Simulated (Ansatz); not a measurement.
```cif
data_Ni3Ta
_chemical_formula_sum 'Ta1 Ni3'
_space_group_name_H-M_alt 'P 1'
_space_group_IT_number 1
_cell_length_a 4.48586
_cell_length_b 4.48586
_cell_length_c 3.58705
_cell_angle_alpha 66.433
_cell_angle_beta 66.433
_cell_angle_gamma 47.133
loop_
_space_group_symop_operation_xyz
  'x, y, z'
loop_
_atom_site_label
_atom_site_type_symbol
_atom_site_fract_x
_atom_site_fract_y
_atom_site_fract_z
_atom_site_occupancy
Ta1 Ta 0.00000 0.00000 0.00000 1
Ni1 Ni 0.50000 0.50000 0.50000 1
Ni2 Ni 0.25000 0.25000 0.25000 1
Ni3 Ni 0.75000 0.75000 0.75000 1
```

TaNi3 (I4/mmm), PBEsol, DFPT electron-phonon coupling, linearised Boltzmann equation (plane waves, PAW, scalar-relativistic; Ansatz, a first-principles code): the phonon-limited resistivity at 300 K is 8.54 μΩ·cm (x, the basal plane), 8.54 μΩ·cm (y, the basal plane), 12.6 μΩ·cm (z, c). Third figures are kept for the arithmetic.

**Question.** Bound the resistivity of a random, dense polycrystal without boundary scattering, and give the anisotropy.

**Answer.** Largest over smallest: 1.48. Upper bound, grains in series: (8.54 + 8.54 + 12.6)/3 = 9.9 μΩ·cm. Lower bound, grains side by side: 3/Σ(1/ρ) = 9.6 μΩ·cm. The best single-crystal direction lies 11 % under the lower bound.

**Question.** The current-weighted mean free path is 15.0 nm along x and 14.0 nm along z. How does ρ₀ℓ differ between these directions?

**Answer.** x: 8.54 × 15.0 = 12.8×10⁻¹⁶ Ω·m²; z: 12.6 × 14.0 = 17.6×10⁻¹⁶ Ω·m², a ratio of 1.38. The size effect in a wire also hangs on the velocities towards its walls, so the isotropic formulas don't carry over to this crystal.

A metal at this level (no band gap). Only scattering by harmonic phonons is included (no impurities, grain boundaries, electron-electron scattering or thermal expansion). Spin-orbit coupling is left out, which matters with elements this heavy. The run warned that the eigensolver left some states short of its tolerance. Halving the electron mesh (28x28x28) moves the resistivity by up to 3 % at 300 K, the mean free path by up to 2 %. Smearing 0.20 eV; phonons on a 4x4x4 q mesh, which this run doesn't test.

Formula and space group known from diffraction (Crystallography Open Database), not checked to be the room-temperature form: TaNi3 (I4/mmm). Treated as nonmagnetic (a ferromagnetic start lost its moment, other orders weren't tried): TaNi3 (I4/mmm).
